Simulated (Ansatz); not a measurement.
Base system: KI in the rock salt structure (space group Fm-3m, No. 225; a = 7.181 Å).

Level of theory: PBE, PAW, 420 eV (Ansatz, an electronic-structure program; spin-orbit coupling left out).

One change was made to it. Results:

```json
[
 {"quantity": "band gap", "base": "3.86 eV", "after": "2.14 eV"},
 {"quantity": "lattice parameter a", "base": "7.181 Å", "after": "5.562 Å"},
 {"quantity": "gap character", "base": "direct at Γ", "after": "indirect, Γ → X"},
 {"quantity": "electron mass", "base": "0.34 mₑ (at Γ)", "after": "1.2 mₑ along k, 0.22 mₑ across (at X)"}
]
```

Question: Which change produced these results?
(A) pressure 7 GPa
(B) pressure 50 GPa
(C) pressure 100 GPa
(D) pressure −1 GPa
(E) pressure 15 GPa

Answer: B, pressure 50 GPa. For comparison, the band gap in the other runs: pressure −1 GPa gives 3.59 eV; pressure 7 GPa gives 4.33 eV; pressure 100 GPa gives 0.51 eV; pressure 15 GPa gives 3.78 eV.

With I present, leaving out spin-orbit coupling can change the band edges. Load acts through the strain it causes; cell and atoms are relaxed under it. Effective masses come from finite differences of ±0.01 Å⁻¹. Along k means along the line from Γ to the band edge. No phonon test of stability was made. Competing high-pressure phases were not computed.
